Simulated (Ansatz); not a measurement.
The starting structures come from a database of crystals and need not be the phases stable at ambient conditions.

 Where the default PAW files enter, the runs use the earlier of Ansatz's two default sets.

By LDA and PBEsol, the system below comes out a metal.

```
CELL_PARAMETERS angstrom
      4.90337     0.00000     0.00000
      0.00000     6.93441     0.00000
      0.00000     3.46721     3.46721
ATOMIC_POSITIONS crystal
  Ir 0.00000 0.50000 0.00000
  Ir 0.50000 0.00000 0.50000
  Ir 0.00000 0.00000 0.00000
  Ir 0.50000 0.50000 0.50000
  O  0.65013 0.84987 0.00000
  O  0.34987 0.15013 0.00000
  O  0.15013 0.65013 0.50000
  O  0.84987 0.34987 0.50000
  O  0.34987 0.34987 0.30026
  O  0.65013 0.65013 0.69974
  O  0.84987 0.15013 0.19974
  O  0.15013 0.84987 0.80026
```

Space group of this cell: Pa-3. The cell is taken as given; by PBEsol its mean pressure is -7.9 GPa.

The current runs along the normal of the first two printed vectors, the (110) plane. All runs by Ansatz (a program for electronic structure), plane waves and PAW, without spin-orbit coupling; the base is PBEsol.

| run | mean pressure (GPa) | G/A, both spins (10¹⁵ S/m²) |
|---|---|---|
| base | -7.9 | 0.87 |
| all lengths scaled by 0.98 | 12.9 | … |
| all lengths scaled by 1.02 | -23.1 | … |
| lda in place of pbesol | -15.4 | 0.87 |
| lengths across the current scaled by 0.98, ions clamped | 5.4 | 0.85 |
| lengths along the current scaled by 0.97, ions clamped | 2.1 | 0.90 |
| lengths along the current scaled by 1.03, ions clamped | -15.8 | … |

Q: Complete the blanks.

A: 
- all lengths scaled by 0.98, G/A, both spins (10¹⁵ S/m²): 0.93
- all lengths scaled by 1.02, G/A, both spins (10¹⁵ S/m²): 0.82
- lengths along the current scaled by 1.03, ions clamped, G/A, both spins (10¹⁵ S/m²): 0.77
